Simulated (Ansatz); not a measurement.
A periodic model of amorphous Si$_{30}$N$_{34}$O$_{9}$:

```yaml
crystal:
  lattice:
    - [9.43285, 0.00000, 0.00000]
    - [0.00000, 9.43285, 0.00000]
    - [0.00000, 0.00000, 9.43285]
  atoms:
    - { symbol: Si, position: [0.58602, 0.38396, 0.17347] }
    - { symbol: Si, position: [0.12654, 0.89339, 0.78707] }
    - { symbol: Si, position: [0.87555, 0.22826, 0.14773] }
    - { symbol: Si, position: [0.36640, 0.65707, 0.75608] }
    - { symbol: Si, position: [0.01121, 0.44652, 0.58006] }
    - { symbol: Si, position: [0.86649, 0.01388, 0.36309] }
    - { symbol: Si, position: [0.44876, 0.85294, 0.26656] }
    - { symbol: Si, position: [0.16448, 0.84837, 0.10742] }
    - { symbol: Si, position: [0.13936, 0.40981, 0.13820] }
    - { symbol: Si, position: [0.50506, 0.14574, 0.96492] }
    - { symbol: Si, position: [0.57895, 0.66442, 0.01522] }
    - { symbol: Si, position: [0.96968, 0.68077, 0.33709] }
    - { symbol: Si, position: [0.84948, 0.87321, 0.58805] }
    - { symbol: Si, position: [0.22043, 0.64469, 0.34782] }
    - { symbol: Si, position: [0.10193, 0.08990, 0.57253] }
    - { symbol: Si, position: [0.00682, 0.21177, 0.79820] }
    - { symbol: Si, position: [0.34447, 0.88290, 0.56040] }
    - { symbol: Si, position: [0.59915, 0.86927, 0.77607] }
    - { symbol: Si, position: [0.55514, 0.51910, 0.51675] }
    - { symbol: Si, position: [0.21746, 0.12499, 0.98638] }
    - { symbol: Si, position: [0.78178, 0.60142, 0.76388] }
    - { symbol: Si, position: [0.73872, 0.31455, 0.61294] }
    - { symbol: Si, position: [0.37552, 0.41145, 0.94758] }
    - { symbol: Si, position: [0.59186, 0.04814, 0.51703] }
    - { symbol: Si, position: [0.84856, 0.52686, 0.07603] }
    - { symbol: Si, position: [0.70833, 0.71439, 0.30924] }
    - { symbol: Si, position: [0.45454, 0.20051, 0.30434] }
    - { symbol: Si, position: [0.12877, 0.14377, 0.27143] }
    - { symbol: Si, position: [0.77848, 0.13063, 0.88074] }
    - { symbol: Si, position: [0.09211, 0.59753, 0.88589] }
    - { symbol: N, position: [0.75589, 0.78362, 0.71607] }
    - { symbol: N, position: [0.00744, 0.93870, 0.65299] }
    - { symbol: N, position: [0.83984, 0.61702, 0.23181] }
    - { symbol: N, position: [0.76204, 0.37123, 0.12061] }
    - { symbol: N, position: [0.27119, 0.54144, 0.86101] }
    - { symbol: N, position: [0.03290, 0.29186, 0.22269] }
    - { symbol: N, position: [0.34366, 0.77736, 0.40455] }
    - { symbol: N, position: [0.25966, 0.79558, 0.69802] }
    - { symbol: N, position: [0.49819, 0.02396, 0.35721] }
    - { symbol: N, position: [0.02566, 0.50848, 0.03092] }
    - { symbol: N, position: [0.96795, 0.55115, 0.74137] }
    - { symbol: N, position: [0.59479, 0.77339, 0.17496] }
    - { symbol: N, position: [0.82863, 0.21523, 0.73479] }
    - { symbol: N, position: [0.63540, 0.02742, 0.89185] }
    - { symbol: N, position: [0.80596, 0.08282, 0.21706] }
    - { symbol: N, position: [0.51616, 0.21761, 0.13181] }
    - { symbol: N, position: [0.76796, 0.02038, 0.51855] }
    - { symbol: N, position: [0.09139, 0.27968, 0.64554] }
    - { symbol: N, position: [0.49650, 0.50344, 0.05730] }
    - { symbol: N, position: [0.24029, 0.30661, 0.02058] }
    - { symbol: N, position: [0.10628, 0.74862, 0.24527] }
    - { symbol: N, position: [0.14385, 0.03238, 0.12606] }
    - { symbol: N, position: [0.61598, 0.66174, 0.44246] }
    - { symbol: N, position: [0.50996, 0.93098, 0.63029] }
    - { symbol: N, position: [0.75045, 0.61451, 0.94891] }
    - { symbol: N, position: [0.53146, 0.37258, 0.35533] }
    - { symbol: N, position: [0.86178, 0.81503, 0.40399] }
    - { symbol: N, position: [0.03635, 0.06938, 0.40578] }
    - { symbol: N, position: [0.07592, 0.57743, 0.45473] }
    - { symbol: N, position: [0.92210, 0.18256, 0.97149] }
    - { symbol: N, position: [0.50361, 0.73600, 0.86002] }
    - { symbol: N, position: [0.10251, 0.78520, 0.93658] }
    - { symbol: N, position: [0.67406, 0.47759, 0.66623] }
    - { symbol: N, position: [0.13349, 0.07649, 0.83157] }
    - { symbol: O, position: [0.41043, 0.56063, 0.61401] }
    - { symbol: O, position: [0.36877, 0.04509, 0.95386] }
    - { symbol: O, position: [0.59548, 0.21725, 0.57223] }
    - { symbol: O, position: [0.26661, 0.03950, 0.55790] }
    - { symbol: O, position: [0.24974, 0.50712, 0.23845] }
    - { symbol: O, position: [0.28175, 0.20844, 0.32240] }
    - { symbol: O, position: [0.33908, 0.83429, 0.12992] }
    - { symbol: O, position: [0.47644, 0.28927, 0.86431] }
    - { symbol: O, position: [0.86715, 0.37512, 0.50530] }
```

Methods: PBE, scalar-relativistic without spin-orbit coupling (Ansatz, a first-principles code); r2SCAN, scalar-relativistic without spin-orbit coupling (Ansatz); HSE06, scalar-relativistic without spin-orbit coupling (Ansatz). Neutral PBE cell, which sets geometry, pressure and energy: sampling: a 2×2×2 Γ-centred mesh; Fermi-Dirac width 0.02 eV; no spin polarisation. Exact exchange is cut at the faces of this 9 Å cell, which leaves hybrid gaps a finite-size error.

Preparation: random packing, a CHGNet melt and quench, and a DFT relaxation. O and N atoms were pushed apart under 1.9 Å during the dynamics, to hinder bonds among them. The hot cell started wider than the set density and was brought back towards it in steps. It is the lowest in DFT energy of 2 quenches. It is a model cell: composition and starting density were chosen by hand, and all elements were melted together. No dispersion term was used. Its density started from a set value of 2.89 and ended at 2.89 g/cm³. Cooling (nominally 450 K/ps over its main leg) ran many orders faster than in experiment, which tends to leave more defects and strain. One small periodic cell is one sample of the glass; other quenches scatter about these values. The volume was held where the preparation left it. Cycles of charging lowered its energy after that relaxation.

Problem. Give the pressure and the spacing of the highest filled and lowest empty levels.

Solution. 
| Property | Value |
|---|---|
| Pressure on a 2×2×2 Γ-centred mesh | -8.8 kbar |
| Largest force and stress component on that mesh (the relaxation ran on the zone centre alone) | 0.08 eV/Å and 7.2 GPa |
| Level gap on a 2×2×2 Γ-centred mesh (PBE) | 1.77 eV |
| Level gap at the zone centre (PBE) | 1.75 eV |
| Level gap at the zone centre (r2SCAN) | 2.13 eV |
| Level gap at the zone centre (HSE06) | 2.99 eV |
| Distance between the nearest levels spread over more than a fifth of the atoms or a third of the atoms of their main element (six at least) (PBE, zone centre) | 2.56 eV |

Problem. At PBE and the zone centre, how localised are the states just below and above the Fermi level (participation number: the atoms over which a state spreads)?

Solution. The highest filled state is spread over 3.7 atoms' worth, largest on N53, with weights by element (charge in smoothed Voronoi cells) N 0.87, Si 0.11, O 0.02. The lowest empty state is spread over 10.6 atoms' worth, largest on Si29, with weights by element (charge in smoothed Voronoi cells) Si 0.54, N 0.41, O 0.06.

At PBE the levels at the filled edge of the gap are localised (band-tail or defect states), and the nearest spread-out levels lie 2.6 eV apart at the zone centre.

Neighbours within Si-Si 2.60 Å, Si-N 2.18 Å, Si-O 1.92 Å, N-N 1.70 Å, N-O 1.64 Å, O-O 1.58 Å count as bonded. Two cations that share two anions don't count as bonded, nor two that share one unless they lie closer than Si-Si 2.38 Å.

Added carriers, by PBE, scalar-relativistic without spin-orbit coupling (Ansatz) on the zone centre alone. Charged cells keep the cell fixed and stand in a uniform background, with no image correction, at a width of 0.01 eV; where the count is odd the moment is locked at 1 μB, unless the neutral cell bore moments. Each starts from the undistorted neutral geometry alone. PBE's self-interaction favours spread-out carriers, so it can miss traps that a hybrid finds.

Problem. What happens at PBE when the cell takes an extra electron and the atoms relax?

Solution. Relaxation lowers the charged cell by 1.03 eV. The largest moves are Si29 0.30 Å, Si10 0.12 Å, N44 0.12 Å, Si16 0.09 Å. The level that holds the added charge spreads over 7.7 atoms' worth, most on Si29 (weight 0.29): a partly localised carrier. No bond crosses its cut-off with a change of over 0.15 Å. Made neutral again at that geometry, the cell lies +0.85 eV from the neutral start (a closed shell was imposed there, with levels 0.09 eV apart, so this is an upper bound).

Problem. What happens at PBE when the cell takes a hole and the atoms relax?

Solution. Relaxation lowers the charged cell by 0.28 eV. The largest moves are Si19 0.11 Å, N37 0.09 Å, N63 0.09 Å, N53 0.07 Å. The level that was emptied spreads over 3.9 atoms' worth, most on N53 (weight 0.48): a localised (trapped) carrier, which neighbours of that atom can share. No bond crosses its cut-off with a change of over 0.15 Å. Made neutral again at that geometry, the cell lies +0.42 eV from the neutral start.

Ahead of the cycles of charging, a PBE run started with 1 μB on atoms that lack a bond or may hold spare charge lost its moments; other starts weren't tried.
